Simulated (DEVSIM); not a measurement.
System: abrupt Si n-p junction, at 300 K.

```tsv
layer (left to right)	material	thickness (μm)	Nd (cm⁻³)	Na (cm⁻³)	τn (s)	τp (s)
1	Si	0.920	1.1e19	-	5.2e-7	5.2e-7
2	Si	15.0	-	1.6e17	5.2e-7	5.2e-7
```

Left contact: ohmic. Right contact: ohmic. Voltage is applied to the left contact. Recombination: SRH at mid-gap. Mobility is constant in doping.

This is a model device: material constants are rounded textbook-type values typed into the input, and sizes, dopings and lifetimes were drawn at random. Values at 300 K.

| parameter | Si |
|---|---|
| gap (eV) | 1.124 |
| affinity (eV) | 4.05 |
| permittivity | 11.7 |
| Nc (cm⁻³) | 2.86e19 |
| Nv (cm⁻³) | 3.1e19 |
| μn (cm²/Vs) | 1417 |
| μp (cm²/Vs) | 470 |

DEVSIM, 1D drift-diffusion, Boltzmann statistics, complete ionisation; no tunnelling, impact ionisation, image-force lowering or self-heating.

**Question.** Tabulate band edges, carrier densities and field at zero bias.

**Answer.** Energies count from the Fermi level of the right contact; mesh points crowd at the junctions.

```json
[
 {"x (μm)": "0.000", "Ec (eV)": "0.025", "Ev (eV)": "-1.099", "n (cm⁻³)": "1.1e19", "p (cm⁻³)": "< 1e2", "field (V/cm)": "≈ 0"},
 {"x (μm)": "0.02751", "Ec (eV)": "0.025", "Ev (eV)": "-1.099", "n (cm⁻³)": "1.1e19", "p (cm⁻³)": "< 1e2", "field (V/cm)": "≈ 0"},
 {"x (μm)": "0.08484", "Ec (eV)": "0.025", "Ev (eV)": "-1.099", "n (cm⁻³)": "1.1e19", "p (cm⁻³)": "< 1e2", "field (V/cm)": "≈ 0"},
 {"x (μm)": "0.2043", "Ec (eV)": "0.025", "Ev (eV)": "-1.099", "n (cm⁻³)": "1.1e19", "p (cm⁻³)": "< 1e2", "field (V/cm)": "≈ 0"},
 {"x (μm)": "0.5605", "Ec (eV)": "0.025", "Ev (eV)": "-1.099", "n (cm⁻³)": "1.1e19", "p (cm⁻³)": "< 1e2", "field (V/cm)": "≈ 0"},
 {"x (μm)": "0.7607", "Ec (eV)": "0.025", "Ev (eV)": "-1.099", "n (cm⁻³)": "1.1e19", "p (cm⁻³)": "< 1e2", "field (V/cm)": "≈ 0"},
 {"x (μm)": "0.8567", "Ec (eV)": "0.025", "Ev (eV)": "-1.099", "n (cm⁻³)": "1.1e19", "p (cm⁻³)": "< 1e2", "field (V/cm)": "≈ 0"},
 {"x (μm)": "0.9116", "Ec (eV)": "0.025", "Ev (eV)": "-1.099", "n (cm⁻³)": "1.1e19", "p (cm⁻³)": "< 1e2", "field (V/cm)": "700"},
 {"x (μm)": "0.9336", "Ec (eV)": "0.335", "Ev (eV)": "-0.789", "n (cm⁻³)": "6.9e13", "p (cm⁻³)": "1700000", "field (V/cm)": "180000"},
 {"x (μm)": "0.9775", "Ec (eV)": "0.870", "Ev (eV)": "-0.254", "n (cm⁻³)": "69000", "p (cm⁻³)": "1.7e15", "field (V/cm)": "68000"},
 {"x (μm)": "1.073", "Ec (eV)": "0.988", "Ev (eV)": "-0.136", "n (cm⁻³)": "730", "p (cm⁻³)": "1.6e17", "field (V/cm)": "25"},
 {"x (μm)": "1.405", "Ec (eV)": "0.988", "Ev (eV)": "-0.136", "n (cm⁻³)": "730", "p (cm⁻³)": "1.6e17", "field (V/cm)": "≈ 0"},
 {"x (μm)": "1.999", "Ec (eV)": "0.988", "Ev (eV)": "-0.136", "n (cm⁻³)": "730", "p (cm⁻³)": "1.6e17", "field (V/cm)": "≈ 0"},
 {"x (μm)": "3.286", "Ec (eV)": "0.988", "Ev (eV)": "-0.136", "n (cm⁻³)": "730", "p (cm⁻³)": "1.6e17", "field (V/cm)": "≈ 0"},
 {"x (μm)": "7.506", "Ec (eV)": "0.988", "Ev (eV)": "-0.136", "n (cm⁻³)": "730", "p (cm⁻³)": "1.6e17", "field (V/cm)": "≈ 0"},
 {"x (μm)": "11.86", "Ec (eV)": "0.988", "Ev (eV)": "-0.136", "n (cm⁻³)": "730", "p (cm⁻³)": "1.6e17", "field (V/cm)": "≈ 0"},
 {"x (μm)": "14.06", "Ec (eV)": "0.988", "Ev (eV)": "-0.136", "n (cm⁻³)": "730", "p (cm⁻³)": "1.6e17", "field (V/cm)": "≈ 0"},
 {"x (μm)": "15.07", "Ec (eV)": "0.988", "Ev (eV)": "-0.136", "n (cm⁻³)": "730", "p (cm⁻³)": "1.6e17", "field (V/cm)": "≈ 0"},
 {"x (μm)": "15.64", "Ec (eV)": "0.988", "Ev (eV)": "-0.136", "n (cm⁻³)": "730", "p (cm⁻³)": "1.6e17", "field (V/cm)": "≈ 0"},
 {"x (μm)": "15.80", "Ec (eV)": "0.988", "Ev (eV)": "-0.136", "n (cm⁻³)": "730", "p (cm⁻³)": "1.6e17", "field (V/cm)": "≈ 0"},
 {"x (μm)": "15.88", "Ec (eV)": "0.988", "Ev (eV)": "-0.136", "n (cm⁻³)": "730", "p (cm⁻³)": "1.6e17", "field (V/cm)": "≈ 0"},
 {"x (μm)": "15.92", "Ec (eV)": "0.988", "Ev (eV)": "-0.136", "n (cm⁻³)": "730", "p (cm⁻³)": "1.6e17", "field (V/cm)": "≈ 0"}
]
```
